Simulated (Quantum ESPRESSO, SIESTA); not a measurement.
A SIESTA input for a self-consistent single point of CuTe (Pmmn, 4 atoms in the cell) (DFT, GGA PBEsol, numerical atomic orbitals DZP, PseudoDojo PBEsol standard norm-conserving potentials (rewritten from UPF to PSML)):

```
# files in the folder: Cu.psml Te.psml (PseudoDojo PBEsol standard)
SystemName  CuTe
SystemLabel CuTe

NumberOfAtoms                4
NumberOfSpecies              2
%block ChemicalSpeciesLabel
  1 29 Cu
  2 52 Te
%endblock ChemicalSpeciesLabel
LatticeConstant              1.0 Bohr
%block LatticeVectors
     6.042270782    0.000000000    0.000000000
     0.000000000    7.456403864    0.000000000
     0.000000000    0.000000000   13.642732248
%endblock LatticeVectors
AtomicCoordinatesFormat      Fractional
%block AtomicCoordinatesAndAtomicSpecies
     0.000000000    0.500000000    0.464590000  1
     0.500000000    0.000000000    0.535410000  1
     0.000000000    0.000000000    0.238230000  2
     0.500000000    0.500000000    0.761770000  2
%endblock AtomicCoordinatesAndAtomicSpecies

XC.functional                GGA
XC.authors                   PBEsol
PAO.BasisSize                DZP
PAO.EnergyShift              0.005 Ry
MeshCutoff                   350 Ry
%block kgrid.MonkhorstPack
    7   0   0  0.0
    0   6   0  0.0
    0   0   3  0.0
%endblock kgrid.MonkhorstPack
OccupationFunction           MP
OccupationMPOrder            0
ElectronicTemperature        0.136 eV

MaxSCFIterations             150
SCF.Mixer.Method             Pulay
SCF.Mixer.Weight             0.25
SCF.Mixer.History            6
SCF.DM.Tolerance             1.0E-04
Diag.ParallelOverK           true
WriteForces                  true
```

Question: Give the Quantum ESPRESSO input for the same structure, mesh, smearing and functional.

Answer: One input that does it (others would too):

```fortran
&control
 calculation = 'scf',
 prefix = 'pwscf',
 outdir = './work',
 pseudo_dir = './',
 verbosity = 'high',
 tprnfor = .true.,
 tstress = .true.,
/
&system
 ibrav = 0,
 nat = 4,
 ntyp = 2,
 ecutwfc = 50,
 ecutrho = 300,
 occupations = 'smearing',
 smearing = 'gaussian',
 degauss = 0.0099958,
 input_dft = 'pbesol',
/
&electrons
 conv_thr = 1.0d-9,
 mixing_beta = 0.7,
/
ATOMIC_SPECIES
Cu    63.5460  Cu.pbe-dn-rrkjus_psl.1.0.0.UPF
Te   127.6000  Te.pbe-n-rrkjus_psl.1.0.0.UPF
ATOMIC_POSITIONS crystal
Cu    0.0000000000    0.5000000000    0.4645900000
Cu    0.5000000000    0.0000000000    0.5354100000
Te    0.0000000000    0.0000000000    0.2382300000
Te    0.5000000000    0.5000000000    0.7617700000
K_POINTS automatic
7 6 3  0 0 0
CELL_PARAMETERS angstrom
   3.1974320000     0.0000000000     0.0000000000
   0.0000000000     3.9457590000     0.0000000000
   0.0000000000     0.0000000000     7.2194230000
```

Basis settings and potentials, where a program has them, do not carry over. This input uses DFT, PBEsol, plane waves, PSlibrary ultrasoft (PBE) pseudopotentials.

The starting cell comes from a database of computed structures (which also holds hypothetical and non-ambient phases and stackings), without a prior relaxation at this level. Its lattice was rescaled by a random factor within 2.5 % of one.
